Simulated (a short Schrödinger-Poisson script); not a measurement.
System: MOS inversion layer, SiO2 on p-type Ge(100), at 300 K.

```csv
layer,material,thickness (nm),Na (cm⁻³)
1,SiO2,3.7,-
2,Ge,350,1.4e18
```

The device is made up for the run: typed textbook-type constants, with dimensions and the other settings drawn at random. SiO2: permittivity 3.9, conduction-band edge (eV) 3.1, gap (eV) 9, electron mass (mₑ) 0.5. Ge: permittivity 16, conduction-band edge (eV) 0, gap (eV) 0.664, Nv at 300 K (cm⁻³) 6e18.

Channel valleys (confinement mass, in-plane density-of-states mass, number): L4 0.12, 0.295, 4. At the gate the conduction-band edge of layer 1 lies 3.37 eV − eVg above the Fermi level of the channel; the field vanishes at the back. Gaps are held at their typed values at every temperature. Mesh 0.03 nm at interfaces.

Solved with a short Schrödinger-Poisson script written for these runs: 1D Poisson equation in equilibrium, electrons quantum, Hartree (BenDaniel-Duke, 12 states a valley, the channel's in-plane mass for all, wave functions free to enter the dielectric), parabolic valleys, classical holes, full ionisation, no traps, pinning or gate leakage.

The same stack at other levels of the model or other numerical settings:

```
run                                          sheet density of all electrons at Vg = 3.15 V (cm⁻²)  sheet density of all electrons at Vg = 1.35 V (cm⁻²)  capacitance at Vg = 3.15 V (μF/cm²)  centroid of the channel electrons at Vg = 3.15 V (nm)  rough cost against the base
-------------------------------------------  ----------------------------------------------------  ----------------------------------------------------  -----------------------------------  -----------------------------------------------------  ---------------------------
base                                                                                      1.06e13                                               1.30e12                                0.857                                                   1.84                      about 1
electrons treated as classical, Boltzmann                                                 1.21e13                                               2.12e12                                0.914                                                   0.37                         0.04
electrons treated as classical, Fermi-Dirac                                               1.15e13                                               2.01e12                                0.875                                                   0.73                          0.2
mesh six times as coarse                                                                  1.06e13                                               1.28e12                                0.855                                                   1.87                          0.3
one subband a valley                                                                      1.06e13                                               1.30e12                                0.857                                                   1.84                          0.5
```

The classical rows ignore confinement, and Boltzmann statistics overrate the density once the band edge passes the Fermi level.

Only the L valleys are kept; under strong confinement the Δ valleys of Ge fill too.
